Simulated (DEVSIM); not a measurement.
# Schottky contact on n-type β-Ga2O3

Structure: Schottky contact on n-type β-Ga2O3, at 350 K.

```csv
layer (left to right),material,thickness (μm),Nd (cm⁻³),τn (s),τp (s)
1,β-Ga2O3,1.10,1.1e15,2.8e-9,8.4e-10
```

Left contact: Schottky, work function 5.44 eV, emission velocity 3.4e6 cm/s. Right contact: ohmic. Voltage is applied to the left contact. Recombination: SRH at mid-gap, Auger. Mobility is μmin + (μ − μmin)/(1 + (N/Nref)^α).

This is a model device: material constants are rounded textbook-type values typed into the input, and sizes, dopings and lifetimes were drawn at random. Values at 300 K; Nc and Nv go as T^1.5, mobilities as T to minus their exponent, the gap by Varshni's rule with the affinity fixed.

```csv
parameter,β-Ga2O3
gap (eV),4.8
affinity (eV),4
permittivity,10
Nc (cm⁻³),3.7e18
Nv (cm⁻³),5e20
μn (cm²/Vs),160
μp (cm²/Vs),1
"μn,min",20
"μp,min",0.1
"Nref,n",1e18
"Nref,p",1e18
αn,0.8
αp,0.8
T exponent of μn,1.8
T exponent of μp,1.5
Cn (cm⁶/s),1e-31
Cp (cm⁶/s),1e-31
Varshni α (eV/K),0.0004
Varshni β (K),600
```

DEVSIM, 1D drift-diffusion, Boltzmann statistics, complete ionisation; no tunnelling, impact ionisation, image-force lowering or self-heating. Metal contacts follow the ideal Schottky-Mott rule: no Fermi-level pinning, no interface dipoles.

```yaml
potential_step_across_the_device_at_zero_bias: 1.188 V
largest_field_in_the_device_at_zero_bias: 22000 V/cm
Dark forward voltage at 1 A/cm²: 1.055 V
Dark forward voltage at 100 A/cm²: 1.700 V
```

Dark forward current:

```
V (V)  J (A/cm²)
-----  ---------
0.10     5.2e-14
0.20     1.4e-12
0.30     3.8e-11
0.40      1.0e-9
0.50      2.7e-8
0.60      6.9e-7
0.70      1.8e-5
0.80     0.00045
0.90       0.011
1.00        0.23
1.10         2.8
1.20          12
1.30          27
1.40          44
1.50          62
1.60          81
1.70         100
1.80         120
1.90         140
2.00         160
```

Small-signal capacitance in reverse bias (quasi-static):

| V (V) | C (nF/cm²) |
|---|---|
| -0.04 | 8.53 |
| -0.1 | 8.43 |
| -0.2 | 8.32 |
| -0.3 | 8.23 |
| -0.4 | 8.18 |
| -0.6 | 8.12 |
| -0.8 | 8.09 |
| -1 | 8.07 |
| -1.3 | 8.06 |
| -1.6 | 8.06 |
| -2 | 8.05 |
